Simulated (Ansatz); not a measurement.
Worked example: self-consistent single point of CsHg2 (P1, 6 atoms in the cell) in Ansatz (an electronic-structure program).

Method of the run: LDA (PW92), PAW files made with PBE (plane waves; Ansatz).

```
CsHg2
1.0
   -2.76236     4.43527     4.77062
    2.76236    -4.43527     4.77062
    2.76236     4.43527    -4.77062
Cs Hg
2 4
Cartesian
  2.75472   2.24679   0.55505
 -0.02896   2.20228   4.21500
  0.03225   0.63680   7.97570
  2.75428   3.76583  -3.17792
  2.77916  -0.61570   3.16558
 -0.00438   5.06982   1.57846
```

Reference input (self-consistent single point, DFT, LDA (PW92), plane waves, PAW files made with PBE): basis.ecutwfc = 420 eV; kpoints.mp_grid.grid = 3 4 4; hamiltonian.xc = lda; hamiltonian.pseudopotentials = {kind: paw} (the program's default PAW files); scf.occupations.method = cold; scf.occupations.width = 0.1 eV. This run's input differs from it in these lines:

Ansatz 0.2 input:
```diff
@@ -16,3 +16,3 @@
   mp_grid:
-    grid: [3, 4, 4]
+    grid: [8, 11, 11]
 hamiltonian:
```

The program printed (abridged):

```
SCF iter   1: F=—  HF=-65111.277235 eV  |F-HF|=—  |Δ(HF+E_count)|=         —  Δρ=4.72e-2  dr2=1.24e1  ethr=1.00e-1  ⟨swp⟩=8.8  Hψ=88348  notcnv=0
all-band conjugate gradients don't solve this SCF's bands from here on, since memory is short
preconditioner: auto → LDOS
SCF iter   2: F=—  HF=-65109.945290 eV  |F-HF|=—  |Δ(HF+E_count)|=    1.33e0  S|Δr|=    0.00e0  Δρ=5.64e-2  dr2=7.12e0  ethr=1.27e-2  ⟨swp⟩=5.6  Hψ=81894  notcnv=0  defer=196
   [... lines left out ...]
SCF iter   8: F=—  HF=-65107.424502 eV  |F-HF|=—  |Δ(HF+E_count)|=   2.71e-6  S|Δr|=    0.00e0  Δρ=1.95e-5  dr2=9.83e-7  ethr=1.55e-8  ⟨swp⟩=3.1  Hψ=69773  notcnv=0  defer=16
SCF iter   9: F=—  HF=-65107.424503 eV  |F-HF|=—  |Δ(HF+E_count)|=   4.52e-7  S|Δr|=    0.00e0  Δρ=1.36e-5  dr2=4.82e-7  ethr=1.00e-9  ⟨swp⟩=3.9  Hψ=73797  notcnv=0  defer=12
SCF iter  10: F=-65107.424502 eV  HF=-65107.424502 eV  |F-HF|=3.51e-9  |Δ(HF+E_count)|=   1.47e-7  S|Δr|=    0.00e0  Δρ=2.52e-6  dr2=1.67e-8  ethr=4.92e-10  ⟨swp⟩=3.0  Hψ=66202  notcnv=0  defer=11
SCF 1 converged in 10 iterations: F = -65107.424502 eV  dr2 = 1.67e-8
Stability not checked (fill_not_monotonic)
Free energy (F): -65107.424502 eV
Internal energy: -65107.421997 eV  (E = F + TS)
E sigma→0 (E₀):  -65107.423667 eV
Entropy (-TS):   -0.002506 eV (-0.418 meV/atom)
Fermi energy:    8.260243 eV
--- Forces (eV/Å), atoms counted from 1 ---
  atom   1  Cs     0.01515167    -0.01543827    -0.06851901
  atom   2  Cs     0.01992214     0.01544200     0.06094565
  atom   3  Hg    -0.03371472     0.09215650    -0.07836316
  atom   4  Hg     0.01241106    -0.06357376     0.05777660
  atom   5  Hg    -0.02536947    -0.11871270    -0.05341696
  atom   6  Hg     0.01160239     0.09013119     0.08157573
--- Stress (GPa, compression-positive) ---
       -2.400399       0.009183       0.003010
        0.009183      -2.149004      -0.004946
        0.003010      -0.004946      -2.242704
  P = ⅓ Tr σ = -2.2640 GPa (-22.640 kbar)
  The stress holds the Pulay correction. Without it, at fixed plane waves, as pw.x and ABINIT print it: P = -2.2815 GPa
```

The run converged in 10 iterations. Against the reference run the free energy goes up by 5.3 meV/atom, the pressure hardly changes (-2.24 to -2.26 GPa) and the largest force goes from 0.103 to 0.133 eV/Å.

The starting cell comes from a database of computed structures (which also holds hypothetical and non-ambient phases and stackings), without a prior relaxation at this level. Its atoms were displaced at random from the sites of space group no. 74. Spin-orbit coupling is off. Ansatz's pressure includes its estimate of the finite-basis (Pulay) stress.

Cost on one core of a shared machine: roughly 6 min.
